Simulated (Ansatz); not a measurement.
Take InSb in the rock salt structure (space group Fm-3m, No. 225; a = 6.0346 Å; a model cell, its experimental status unchecked) as the base.

Level of theory: Ansatz (a quantum-chemistry and plane-wave program) PBEsol, without spin-orbit coupling.

Base values:

* **Band gap**: zero
* **Pressure**: 0.0 GPa

One thing is altered: the cell is scaled by 1.0086 in all directions, atoms relaxed at fixed cell.

Q: What happens to the band gap?

A: The band gap remains zero.

Q: How does this affect the pressure?

A: The pressure goes from zero to -1.4 GPa.

Q: What happens to the energy relative to the base?

A: The energy goes up by 3.1 meV/atom.

The cells carry an imposed strain or load. No phonon test of stability was made. The final runs are not spin-polarised. This is not the structure that InSb has at room temperature and ambient pressure.
